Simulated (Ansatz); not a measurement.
## RbBr in the rock salt structure (space group Fm-3m, No. 225)

```yaml
crystal:
  lattice:
    - [0.00000, 3.42164, 3.42164]
    - [3.42164, 0.00000, 3.42164]
    - [3.42164, 3.42164, 0.00000]
  atoms:
    - { symbol: Rb, position: [0.00000, 0.00000, 0.00000] }
    - { symbol: Br, position: [0.50000, 0.50000, 0.50000] }
```

Method: PBEsol/PAW in Ansatz (an electronic-structure program), no SOC. k-mesh 8×8×8 (Γ-centred); smearing 0.05 eV (Fermi–Dirac).

| Property | Value |
|---|---|
| Volume per atom | 40.06 Å³ |
| Density | 3.43 g/cm³ |
| Band gap | 4.22 eV, direct at Γ |
| Electron mass | 0.36 mₑ |
| Lowest conduction-band minima above the VBM | Γ 4.22 eV; X along ⟨100⟩ 5.50 eV |
| Total energy | -2978.475 eV/atom (σ→0; compares only within this code and set-up) |

Masses are band curvatures over ±0.01 Å⁻¹ around the edge. Whether these cells are dynamically stable was not tested.
